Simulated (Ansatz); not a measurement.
Start from SiC in the wurtzite structure (space group P6_3mc, No. 186).

```yaml
crystal:
  lattice:
    - [3.07531, 0.00000, 0.00000]
    - [-1.53765, 2.66329, 0.00000]
    - [0.00000, 0.00000, 5.04816]
  atoms:
    - { symbol: Si, position: [0.66667, 0.33333, 0.00050] }
    - { symbol: Si, position: [0.33333, 0.66667, 0.50050] }
    - { symbol: C, position: [0.66667, 0.33333, 0.62470] }
    - { symbol: C, position: [0.33333, 0.66667, 0.12470] }
```

Cartesian axes are those of the cell as printed.

All numbers come from r2SCAN/PAW in Ansatz (a first-principles code), without spin-orbit coupling.

For the base:

| Item | Result |
|---|---|
| Smallest direct gap | 4.48 eV |

Modification: a free-standing slab of 2 layers (8 atoms, 4 a layer) is cut normal to the y axis, with 15 Å of vacuum and the in-plane cell held at bulk.

Problem. Predict the new excess energy per area of both faces, change of the spacing d23 from its bulk value of 1.776 Å, gap character and smallest direct gap.

Solution. The excess energy per area of both faces (slab less bulk energy over the cell's area: twice a surface energy) comes out as 4.87 J/m²; the change of the spacing d23 from its bulk value of 1.776 Å amounts to +12.0 %; the gap character is indirect, Γ–X (33 % along) → X–U (60 % along); the smallest direct gap shrinks by 2.134 eV to 2.34 eV.

Slab and bulk use different k-meshes, which limits the precision of the excess energy. Whether these cells are dynamically stable was not tested. Labels are those of the standard path for the cell's own space group.
